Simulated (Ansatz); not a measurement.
Start from ZnCu in the CsCl type structure (space group Pm-3m, No. 221; a = 2.908 Å; relaxed with 0.1 eV smearing). Axes: x, y, z lie along the cube axes.

Level of theory: PBEsol (Ansatz, a quantum-chemistry and plane-wave program, PAW, scalar-relativistic without spin-orbit coupling).

Strains are applied to the cell and any free atomic positions relax; under biaxial strain the out-of-plane vector relaxes too.

One change was made to it. Results:

```tsv
quantity	base	after
energy relative to the base (free energy F)	0 meV/atom	+3.7 meV/atom
shortest interatomic distance	4.760 bohr	4.711 bohr
```

### Question
Which of these changes matches the shifts?
A. biaxial strain +0.83 %, plane normal [111], relaxed out of plane
B. biaxial strain −1.25 %, plane normal [111], relaxed out of plane
C. biaxial strain −0.42 %, plane normal [111], relaxed out of plane

### Answer
B, biaxial strain −1.25 %, plane normal [111], relaxed out of plane. For comparison, the energy relative to the base in the other runs: biaxial strain −0.42 %, plane normal [111], relaxed out of plane gives +0.4 meV/atom; biaxial strain +0.83 %, plane normal [111], relaxed out of plane gives +1.6 meV/atom.

Whether these cells are dynamically stable was not tested. All final runs are without spin polarisation.
